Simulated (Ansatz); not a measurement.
The parent structure is MgTe in the zinc blende structure (space group F-43m, No. 216; a = 6.509 Å).

All numbers come from PBE/PAW in Ansatz (a quantum-chemistry and plane-wave program), no spin-orbit coupling.

Before the change:

Band gap: 2.33 eV
Electron mass: 0.17 mₑ (at Γ)
Hole mass: 0.20, 0.92, 0.92 mₑ (at Γ)

Modification: every lattice vector is shortened by 2.00 %; the atoms relax in the strained cell.

**Question.** How does this affect the band gap?

**Answer.** The band gap goes up by 0.27 eV (2.33 eV → 2.60 eV).

**Question.** Estimate the effect on the electron mass.

**Answer.** The electron mass remains 0.17 mₑ (at Γ).

**Question.** How does this affect the energy relative to the base?

**Answer.** The energy rises by 14 meV/atom.

**Question.** What does the calculation give for the hole mass after the change?

**Answer.** The hole mass (degenerate bands, along [100]) changes from 0.20, 0.92, 0.92 mₑ (at Γ) to 0.20, 0.87, 0.87 mₑ (at Γ).

With Te present, leaving out spin-orbit coupling can change the band edges. Effective masses come from finite differences of ±0.01 Å⁻¹. Whether these cells are dynamically stable was not tested.
